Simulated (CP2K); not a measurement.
Input and output of a self-consistent single point for As (R-3m, 2 atoms in the cell) (CP2K)

Method of the run: CP2K 2026.2 with PBE, GPW, DZVP-MOLOPT-PBE-GTH basis, GTH-PBE potentials (POTENTIAL_UZH).

Input:

```
&GLOBAL
  PROJECT calc
  RUN_TYPE ENERGY_FORCE
  PRINT_LEVEL LOW
&END GLOBAL
&FORCE_EVAL
  METHOD Quickstep
  STRESS_TENSOR ANALYTICAL
  &DFT
    BASIS_SET_FILE_NAME BASIS_MOLOPT_UZH
    POTENTIAL_FILE_NAME POTENTIAL_UZH
    &QS
      METHOD GPW
      EPS_DEFAULT 1E-10
    &END QS
    &MGRID
      CUTOFF 400
      REL_CUTOFF 50
      NGRIDS 5
    &END MGRID
    &SCF
      SCF_GUESS ATOMIC
      EPS_SCF 1E-7
      MAX_SCF 100
      ADDED_MOS 4
      &DIAGONALIZATION
        ALGORITHM STANDARD
      &END DIAGONALIZATION
      &MIXING
        METHOD BROYDEN_MIXING
        ALPHA 0.3
        NBUFFER 10
        BETA 1.5
      &END MIXING
      &SMEAR ON
        METHOD FERMI_DIRAC
        ELECTRONIC_TEMPERATURE [K] 580.23
      &END SMEAR
    &END SCF
    &KPOINTS
      SCHEME MONKHORST-PACK 7 7 7
    &END KPOINTS
    &XC
      &XC_FUNCTIONAL PBE
      &END XC_FUNCTIONAL
    &END XC
    &PRINT
      &MO
        EIGENVALUES T
        OCCUPATION_NUMBERS T
        NDIGITS 8
        FILENAME mo
        &EACH
          QS_SCF 0
        &END EACH
        ADD_LAST NUMERIC
      &END MO
      &MULLIKEN OFF
      &END MULLIKEN
    &END PRINT
  &END DFT
  &SUBSYS
    &CELL
      ABC 4.13273200 4.13273263 4.13273223
      ALPHA_BETA_GAMMA 54.11762665 54.11762545 54.11762949
      PERIODIC XYZ
    &END CELL
    &COORD
      SCALED
      As       0.22700000     0.22700000     0.22700000
      As       0.77300000     0.77300000     0.77300000
    &END COORD
    &KIND As
      BASIS_SET DZVP-MOLOPT-PBE-GTH-q5
      POTENTIAL GTH-PBE-q5
    &END KIND
  &END SUBSYS
  &PRINT
    &FORCES ON
    &END FORCES
    &STRESS_TENSOR ON
    &END STRESS_TENSOR
  &END PRINT
&END FORCE_EVAL
```

Output, abridged:

```
 GLOBAL| Method name                                                        CP2K
 GLOBAL| Project name                                                       calc
 GLOBAL| Run type                                                   ENERGY_FORCE

 TOTAL NUMBERS AND MAXIMUM NUMBERS

  Total number of            - Atomic kinds:                                   1
                             - Atoms:                                          2
                             - Shell sets:                                     2
                             - Shells:                                        10
                             - Primitive Cartesian functions:                  8
                             - Cartesian basis functions:                     28
                             - Spherical basis functions:                     26

  Maximum angular momentum of the orbital basis functions:                     2

 SCF PARAMETERS         Density guess:                                    ATOMIC
                        max_scf:                                             100
                        max_diis:                                              4
                        eps_scf:                                        1.00E-07
                        eps_diis:                                       1.00E-01
                        eps_eigval:                                     1.00E-05
                        level_shift [a.u.]:                             0.000000
                        added MOs                                         4    0
                        Mixing method:                            BROYDEN_MIXING
                                                charge density mixing in g-space
                        Smear method:                                FERMI_DIRAC
                        Electronic temperature [K]:                        580.2
                        Electronic temperature [a.u.]:                  1.84E-03
                        Accuracy threshold:                             1.00E-10
                        No outer SCF

 Extrapolation method: initial_guess

 Number of electrons:                                                         10
 Number of occupied orbitals:                                                  5
 Number of molecular orbitals:                                                 9

 Number of orbital functions:                                                 26
 Number of independent orbital functions:                                     26

 SCF WAVEFUNCTION OPTIMIZATION

  Step     Update method      Time    Convergence         Total energy    Change
     1 NoMix/Diag. 0.30E+00      -     0.54010398       -12.7478312268 -1.27E+01
     2 Broy./Diag. 0.30E+00      -     0.00149165       -12.6214251069  1.26E-01
     3 Broy./Diag. 0.30E+00      -     0.00687920       -12.5863091573  3.51E-02
     4 Broy./Diag. 0.30E+00      -     0.00373728       -12.5989518729 -1.26E-02
     5 Broy./Diag. 0.30E+00      -     0.00777620       -12.6117284844 -1.28E-02
     6 Broy./Diag. 0.30E+00      -     0.00084839       -12.6181021883 -6.37E-03
     7 Broy./Diag. 0.30E+00      -     0.00021425       -12.6204322906 -2.33E-03
   [... 3 lines left out ...]
    11 Broy./Diag. 0.30E+00      -     0.00000543       -12.6210945223  1.16E-05
    12 Broy./Diag. 0.30E+00      -     0.00000271       -12.6210800030  1.45E-05
    13 Broy./Diag. 0.30E+00      -     0.00000012       -12.6210767312  3.27E-06
    14 Broy./Diag. 0.30E+00      -     0.00000053       -12.6210757264  1.00E-06
    15 Broy./Diag. 0.30E+00      -     0.00000007       -12.6210757621 -3.57E-08

  *** SCF run converged in    15 steps ***

  Electronic density on regular grids:        -10.0000000000        0.0000000000
  Core density on regular grids:                9.9999999976       -0.0000000024
  Total charge density on r-space grids:       -0.0000000024
  Total charge density g-space grids:          -0.0000000024

  Overlap energy of the core charge distribution:               0.00000000165542
  Self energy of the core charge distribution:                -27.09432257439899
  Core Hamiltonian energy:                                      6.11539805510726
  Hartree energy:                                              11.52045163002932
  Exchange-correlation energy:                                 -3.16251290247299
  Electronic entropic energy:                                  -0.00008997205927
  Fermi energy:                                                 0.22528006862799

  Total energy:                                               -12.62107576214440
  Total energy (extrapolated to T->0):                        -12.62103077611477

 ENERGY| Total FORCE_EVAL ( QS ) energy [hartree]            -12.621076096076330

 FORCES| Atomic forces [hartree/bohr]
 FORCES|   Atom     x               y               z               |f|
 FORCES|      1  4.71860150E-03  2.41032406E-03  1.63538238E-03   5.54520854E-03
 FORCES|      2 -4.71860150E-03 -2.41032406E-03 -1.63538238E-03   5.54520854E-03
 FORCES| Sum    -8.29891711E-14  5.70793413E-13 -2.56655808E-13
 FORCES| Total atomic force                                       6.31319670E-13

 STRESS| Analytical stress tensor [bar]
 STRESS|                        x                   y                   z
 STRESS|      x        3.37297381903E+04  -5.10175316007E+03  -3.46127576032E+03
 STRESS|      y       -5.10175316007E+03   4.11102471531E+04  -1.76810457465E+03
 STRESS|      z       -3.46127576032E+03  -1.76810457465E+03   4.25170172996E+04
 STRESS| 1/3 Trace                                             3.91190008810E+04
```

The run converged in 15 iterations.

The starting cell has typed, rounded lattice constants, without a prior relaxation at this level. Values carry the incompleteness of an atom-centred basis. With a pressure of about 4 GPa the cell is away from its equilibrium volume at this level.
